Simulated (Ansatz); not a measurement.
System: AlB2-type HfB2. Method: BLYP in Ansatz (plane waves, PAW).

Numerical settings: plane-wave cutoff 520 eV, 24×24×18 k mesh (along the axes of the cell as run), Fermi–Dirac smearing 0.085 eV (set by the program), scalar-relativistic PAW data made under PBE.

Computed at the level's own relaxed cell.

```
HfB2
1.0
    3.15826     0.00000     0.00000
   -1.57913     2.73514     0.00000
    0.00000     0.00000     3.55401
Hf B
1 2
Cartesian
  0.00000   0.00000   0.00000
  1.57913   0.91171   1.77701
  0.00000   1.82342   1.77701
```

Give the elastic tensor (Voigt notation, GPa, ions relaxed, in the Cartesian axes of the cell as printed).


```
  547.2    71.3   114.2     0.0     0.0     0.0
   71.3   547.2   114.2     0.0     0.0     0.0
  114.2   114.2   403.4     0.0     0.0     0.0
    0.0     0.0     0.0   223.8     0.0     0.0
    0.0     0.0     0.0     0.0   223.8     0.0
    0.0     0.0     0.0     0.0     0.0   238.0
```

Spin–orbit coupling is not included.

The computed numbers hold no vibrational or temperature effects.

Ansatz is a program for electronic structure.
